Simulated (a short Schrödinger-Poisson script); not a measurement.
MOS inversion layer, Al2O3 on p-type Si(110)

Stack: MOS inversion layer, Al2O3 on p-type Si(110), at 300 K.

```
layer  material  thickness (nm)  Na (cm⁻³)
-----  --------  --------------  ---------
1         Al2O3             2.4          -
2            Si            1100     1.6e17
```

Constants are typed, rounded textbook-type inputs, not results; the design itself was drawn at random and stands for no fabricated device. Al2O3: permittivity 9, conduction-band edge (eV) 2.7, gap (eV) 6.8, electron mass (mₑ) 0.3. Si: permittivity 11.7, conduction-band edge (eV) 0, gap (eV) 1.124, Nv at 300 K (cm⁻³) 3.1e19.

Channel valleys (confinement mass, in-plane density-of-states mass, number): Δ4 0.315, 0.324, 4; Δ2 0.19, 0.417, 2. At the gate the conduction-band edge of layer 1 lies 2.74 eV − eVg above the Fermi level of the channel; the field vanishes at the back. Gaps are held at their typed values at every temperature. Mesh 0.03 nm at interfaces.

From a short Schrödinger-Poisson script (our own, NumPy): 1D Poisson equation in equilibrium, electrons quantum, Hartree (BenDaniel-Duke, 12 states a valley, the channel's in-plane mass for all, wave functions ending at the dielectric), parabolic valleys, classical holes, full ionisation, no traps, pinning or gate leakage.

```csv
Vg (V),electrons (cm⁻²),C (μF/cm²),Δ4 E0 (meV),Δ4 E1 (meV),Δ2 E0 (meV),Δ2 E1 (meV)
-0.2,1.07e7,0.136,375.2,432.2,389.3,456.2
-0.15,6.31e7,0.131,329.1,387.6,343.6,412.2
-0.1,3.74e8,0.129,282.9,342.8,297.7,368.0
-0.05,2.21e9,0.135,236.6,297.9,251.8,323.7
0,1.28e10,0.187,191.0,253.6,206.5,280.0
0.05,6.59e10,0.416,148.4,212.5,164.3,239.5
0.1,2.39e11,0.876,114.6,180.8,131.3,208.4
0.15,5.64e11,1.28,91.8,160.7,109.5,188.9
0.2,9.97e11,1.53,76.4,148.3,95.3,177.0
0.25,1.50e12,1.70,65.1,140.1,85.3,169.4
0.3,2.04e12,1.81,56.3,134.4,77.9,164.2
0.35,2.62e12,1.90,49.0,130.3,72.0,160.4
0.4,3.22e12,1.96,42.9,127.1,67.2,157.6
0.45,3.84e12,2.02,37.6,124.7,63.2,155.5
0.5,4.48e12,2.07,32.8,122.7,59.8,153.9
0.55,5.13e12,2.11,28.5,121.2,56.8,152.6
0.6,5.79e12,2.14,24.6,119.9,54.2,151.6
0.65,6.47e12,2.17,21.0,118.9,51.8,150.7
0.7,7.15e12,2.20,17.6,118.0,49.7,150.1
0.75,7.84e12,2.23,14.5,117.3,47.7,149.5
0.8,8.54e12,2.25,11.5,116.8,46.0,149.1
```

Subbands count from the Fermi level.
